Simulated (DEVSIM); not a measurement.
Structure: TaN/HfO2/p-In0.53Ga0.47As capacitor, at 300 K.

```tsv
layer (left to right)	material	thickness (nm)	Na (cm⁻³)
1	HfO2	3.60	-
2	In0.53Ga0.47As	12000	2.4e15
```

Metal gate on the left, work function 4.4 eV. Fixed charge at the semiconductor interface -1.8e11 cm⁻² (in units of +e); no interface traps.

Constants are typed, rounded textbook-type inputs, not results; the design itself was drawn at random and stands for no fabricated device. Values at 300 K.

```
parameter      HfO2  In0.53Ga0.47As
-------------  ----  --------------
gap (eV)        5.7            0.74
affinity (eV)   2.5            4.51
permittivity     22            13.9
Nc (cm⁻³)         -          2.1e17
Nv (cm⁻³)         -          7.7e18
```

DEVSIM, 1D Poisson equation in equilibrium, Boltzmann statistics, complete ionisation; no quantum confinement or tunnelling. Metal contacts follow the ideal Schottky-Mott rule: no Fermi-level pinning, no interface dipoles.

Q: Tabulate band edges, carrier densities and field at -0.4 V on the gate.

A: Energies count from the Fermi level of the right contact; mesh points crowd at the junctions.

```csv
x (μm),Ec (eV),Ev (eV),n (cm⁻³),p (cm⁻³),field (V/cm)
0.000,2.300,-3.400,< 1e2,< 1e2,22000
0.001151,2.303,-3.397,< 1e2,< 1e2,22000
0.002529,2.306,-3.394,< 1e2,< 1e2,22000
0.003681,0.298,-0.442,2.1e12,2.9e11,11000
0.006240,0.301,-0.439,1.8e12,3.2e11,11000
0.01131,0.307,-0.433,1.5e12,4.0e11,11000
0.02384,0.320,-0.420,8.7e11,6.9e11,11000
0.06794,0.365,-0.375,1.6e11,3.8e12,9400
0.1606,0.438,-0.302,9.1e9,6.6e13,6500
0.3714,0.516,-0.224,4.5e8,1.3e15,1500
0.8635,0.531,-0.209,2.5e8,2.4e15,≈ 0
2.728,0.531,-0.209,2.5e8,2.4e15,≈ 0
6.204,0.531,-0.209,2.5e8,2.4e15,≈ 0
9.519,0.531,-0.209,2.5e8,2.4e15,≈ 0
11.22,0.531,-0.209,2.5e8,2.4e15,≈ 0
11.67,0.531,-0.209,2.5e8,2.4e15,≈ 0
11.86,0.531,-0.209,2.5e8,2.4e15,≈ 0
11.94,0.531,-0.209,2.5e8,2.4e15,≈ 0
11.98,0.531,-0.209,2.5e8,2.4e15,≈ 0
12.00,0.531,-0.209,2.5e8,2.4e15,≈ 0
12.00,0.531,-0.209,2.5e8,2.4e15,≈ 0
12.00,0.531,-0.209,2.5e8,2.4e15,≈ 0
```
